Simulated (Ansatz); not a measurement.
Model glasses of amorphous SiO2, 75 to 79 atoms (Si24O48 before any change). Each row is one cell at a composition chosen by hand, melted whole on the CHGNet potential with the anions pushed apart under 1.9 Å, quenched within some picoseconds, far faster than a real film, and relaxed with PBE, scalar-relativistic without spin-orbit coupling (plane waves to 420 eV, PAW; Ansatz, a first-principles code). Each is the lower in DFT energy of 2 quenches. Cycles of charging and discharging were tried on the cells ahead of these points, and a cell that came back lower was taken. The column on the box says what of it was relaxed with the atoms; held means as the quench left it. Cells that kept moments or hold spare charge are left out. So are cells far out in the fitted variable, so that no row sets the line alone.

At the relaxed places, the spacing of the highest filled and the lowest empty level was computed at the zone centre with PBE and with HSE06, without spin polarisation, or with spin where the moments then died out. A level counts as spread where PBE shares it among more than a fifth of the atoms; else the element of the atom with the largest weight is named. Formal charges balance in every cell (each cation at its usual highest valence, Cu and Ag at +1, Sb at +3, H at +1, O at −2, N at −3, F and Cl at −1). Exact exchange is cut at the faces of these small cells, which leaves the hybrid a finite-size error. Where a level is localised, the spacing isn't the band gap.

```json
[
 {"cell": "Si24O49Cu2", "change": "+2 Cu, +1 O", "box": "volume and shape", "highest filled on": "Cu", "lowest empty on": "spread", "spacing, PBE (eV)": "2.76", "spacing, HSE06 (eV)": "4.42"},
 {"cell": "Si24O53Nb2", "change": "+2 Nb, +5 O", "box": "volume", "highest filled on": "O", "lowest empty on": "Nb", "spacing, PBE (eV)": "3.37", "spacing, HSE06 (eV)": "4.85"},
 {"cell": "Si24O50Sn", "change": "+2 O, +1 Sn", "box": "shape", "highest filled on": "O", "lowest empty on": "Sn", "spacing, PBE (eV)": "3.69", "spacing, HSE06 (eV)": "withheld"},
 {"cell": "Si24O51Lu2", "change": "+2 Lu, +3 O", "box": "shape", "highest filled on": "O", "lowest empty on": "spread", "spacing, PBE (eV)": "4.09", "spacing, HSE06 (eV)": "5.82"},
 {"cell": "Si24O51Y2", "change": "+3 O, +2 Y", "box": "shape", "highest filled on": "O", "lowest empty on": "spread", "spacing, PBE (eV)": "4.25", "spacing, HSE06 (eV)": "5.91"},
 {"cell": "Si24O51Ga2", "change": "+2 Ga, +3 O", "box": "shape", "highest filled on": "spread", "lowest empty on": "spread", "spacing, PBE (eV)": "4.59", "spacing, HSE06 (eV)": "6.46"},
 {"cell": "Si24O50Zr", "change": "+2 O, +1 Zr", "box": "shape", "highest filled on": "O", "lowest empty on": "Zr", "spacing, PBE (eV)": "4.94", "spacing, HSE06 (eV)": "6.74"}
]
```

Task: Fit a straight line of the last column on the one before it through the 6 full rows, and predict the withheld value for Si24O50Sn.

Result: Means: x = 4.000, y = 5.700. Slope = Σ(Δx Δy) / Σ(Δx²) = 3.6120 / 3.2368 = 1.116; intercept = 5.700 − (1.116) × 4.000 = 1.236 eV; r.m.s. residual 0.089 eV. Prediction: 1.236 + (1.116) × 3.69 = 5.35 eV. The run gave 5.58 eV, a miss of 0.23 eV, more than twice the residual.
